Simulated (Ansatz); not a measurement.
Base system: Hf in the hcp (Mg type) structure (space group P6_3/mmc, No. 194; a = 3.204 Å, c = 5.072 Å; relaxed with 0.1 eV smearing). Axes: x lies along a and z along c of the hexagonal cell.

(Cell as relaxed with PBE.)

Levels (all Ansatz, a first-principles code, PAW, earlier PAW set): PBE (420 eV, without spin-orbit coupling); r2SCAN (500 eV, spin-orbit coupling left out).

Each level relaxes its own structure.

| base | PBE | r2SCAN |
|---|---|---|
| volume per atom | 22.55 Å³ | 22.36 Å³ |
| lattice parameter a | 3.204 Å | 3.198 Å |
| band gap | zero | zero |

Perturbation: uniaxial strain ε_zz = +2.00 %, all other strain components held at zero; the atoms relax in the strained cell.

```tsv
quantity	PBE	r2SCAN
energy relative to the base (free energy F)	+5.3 meV/atom	[?]
stress (xx, yy, zz, yz, xz, xy; compression positive)	(-1.3, -1.3, -3.7, 0.0, 0.0, 0.0) GPa	[?]
shortest interatomic distance	3.180 Å	[?]
```

What does r2SCAN give?


- energy relative to the base (free energy F), r2SCAN: +5.5 meV/atom
- stress (xx, yy, zz, yz, xz, xy; compression positive), r2SCAN: (-1.2, -1.2, -3.9, 0.0, 0.0, 0.0) GPa
- shortest interatomic distance, r2SCAN: 3.169 Å

PBE's shortest interatomic distance lies 0.0117 Å above r2SCAN's (0.4 %). Neither level is exact; r2SCAN is the comparison here, not a measurement.

Stability against distortions was not tested. All final runs are without spin polarisation.
